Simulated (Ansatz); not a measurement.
The parent structure is ZrGeSe (space group P4/nmm, No. 129).

```
CELL_PARAMETERS angstrom
      3.68273     0.00000     0.00000
      0.00000     3.68273     0.00000
      0.00000     0.00000     8.25796
ATOMIC_POSITIONS crystal
  Zr 0.00000 0.50000 0.73685
  Zr 0.50000 0.00000 0.26315
  Ge 0.00000 0.00000 0.00000
  Ge 0.50000 0.50000 0.00000
  Se 0.50000 0.00000 0.62008
  Se 0.00000 0.50000 0.37992
```

Cartesian axes are those of the cell as printed.

The values are results of PBEsol, PAW, 420 eV (Ansatz, an electronic-structure program; without spin-orbit coupling), not measurements.

The change: an isotropic linear strain of −2.41 %, atoms relaxed at fixed cell.

### Question
Predict the stress tensor and what it implies for the stiffness.

### Answer
Stress of the strained cell less that of the base (GPa, compression positive):
```
   10.3     0.0     0.0
    0.0    10.3     0.0
    0.0     0.0     9.9
```

Then B = −ΔP/(ΔV/V₀) with ΔV/V₀ = -0.0706 gives secant stiffness values (nonlinear terms included at this strain): B (at held cell shape, above the free-shape value) ≈ 144 GPa.

As a check, the harmonic strain energy −½ V₀ Δσ:ε is 43 meV/atom; the computed energy rise is 39 meV/atom.

Stability against distortions was not tested. The final runs are not spin-polarised.
